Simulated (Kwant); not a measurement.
Model system: wire with a row of barriers in a Ge (holes) two-dimensional gas. Effective mass 0.06 mₑ, grid spacing 8.3 nm, hard walls, nominal width 200 nm (25 grid rows, so walls 215.8 nm apart), one parabolic valley, scattering region 830 nm long along x; energies count from the band bottom; Fermi energy swept from 0.00012534 to 0.0014885 eV. 2 barrier(s) across the wire, height 0.0041 eV, thickness 16.6 nm (about 2 grid columns), spaced by 66.4 nm.

Constants are typed, rounded textbook-type inputs, not results; the design itself was drawn at random and stands for no fabricated device.

Model: effective-mass tight-binding model on a square grid, one spin, coherent transport at 0 K (Kwant). Conductance is in e²/h.

| E (meV) | A | B | C |
|---|---|---|---|
| 0.1253 | 0 | 0 | 0 |
| 0.2025 | 0.00022 | 0.00028 | 3.2e-5 |
| 0.2797 | 0.00069 | 0.00078 | 9.9e-5 |
| 0.3654 | 0.0018 | 0.0017 | 0.00024 |
| 0.4425 | 0.0041 | 0.0031 | 0.00051 |
| 0.5197 | 0.0094 | 0.0053 | 0.0010 |
| 0.6054 | 0.027 | 0.010 | 0.0025 |
| 0.6826 | 0.087 | 0.018 | 0.0061 |
| 0.7598 | 0.44 | 0.032 | 0.019 |
| 0.8455 | 0.73 | 0.067 | 0.13 |
| 0.9226 | 0.24 | 0.14 | 0.64 |
| 0.9998 | 0.14 | 0.33 | 0.085 |
| 1.086 | 0.17 | 0.84 | 0.038 |
| 1.163 | 0.51 | 0.96 | 0.039 |
| 1.240 | 0.86 | 0.62 | 0.12 |
| 1.326 | 0.28 | 0.46 | 0.61 |
| 1.403 | 0.17 | 0.55 | 0.092 |
| 1.488 | 0.13 | 1.01 | 0.043 |

Question: Column A is the base. The others each differ by one change: barrier height 0.0041 → 0.0062 eV; well width 66.4 → 49.8 nm. Which is which?

Answer: B: well width 66.4 → 49.8 nm; C: barrier height 0.0041 → 0.0062 eV.
